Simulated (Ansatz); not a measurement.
Input:

End structure of a constructed model of the (111)B surface of zinc-blende InAs, As-terminated, 2x2 In adatom at T1 (bottom of the slab: 3 H on 4 bottom sites):

```
CELL_PARAMETERS angstrom
      8.74788     0.00000     0.00000
     -4.37394     7.57589     0.00000
      0.00000     0.00000    32.50000
ATOMIC_POSITIONS crystal
  In 0.32866 0.17134 0.30360
  In 0.84267 0.17134 0.30360
  In 0.32866 0.65733 0.30360
  In 0.83333 0.66667 0.32413
  As 0.16667 0.33333 0.33553
  As 0.66089 0.32179 0.33442
  As 0.17821 0.83911 0.33442
  As 0.66089 0.83911 0.33442
  In 0.16667 0.33333 0.41717
  In 0.66667 0.33333 0.41717
  In 0.16667 0.83333 0.41717
  In 0.66667 0.83333 0.41717
  As 0.00000 0.00000 0.44464
  As 0.50000 0.00000 0.44464
  As 0.00000 0.50000 0.44464
  As 0.50000 0.50000 0.44464
  In 0.99921 0.99841 0.52747
  In 0.50000 0.00000 0.52698
  In 0.99921 0.50079 0.52747
  In 0.50159 0.50079 0.52747
  As 0.33374 0.16626 0.55451
  As 0.83252 0.16626 0.55451
  As 0.33374 0.66748 0.55451
  As 0.83333 0.66667 0.55600
  In 0.34362 0.15638 0.63797
  In 0.81276 0.15638 0.63797
  In 0.34362 0.68724 0.63797
  In 0.83333 0.66667 0.63937
  As 0.16667 0.33333 0.65477
  As 0.66739 0.33477 0.67128
  As 0.16523 0.83261 0.67128
  As 0.66739 0.83261 0.67128
  H  0.33237 0.16763 0.25002
  H  0.83526 0.16763 0.25002
  H  0.33237 0.66474 0.25002
  In 0.16667 0.33333 0.73860
```

Model: 36-atom slab, 16.1 Å thick at the start with caps and adatoms, 3x3x1 mesh, Fermi-Dirac 0.025 eV, dipole correction, 8 atoms held, the rest relaxed; start symmetry kept, larger cells not searched; no spin (no spin-polarised run to compare, though such a face may carry moments), no spin-orbit, no U. The slab shows no gap over 0.04 eV on its mesh. In PBE it lies 0.28 eV a 1x1 cell over the lowest computed structure of the same composition (2x2 In adatom at H3).

Q: What is the computed work function of the top face (PBE in Ansatz, a quantum-chemistry and plane-wave program)?

A: 4.67 eV
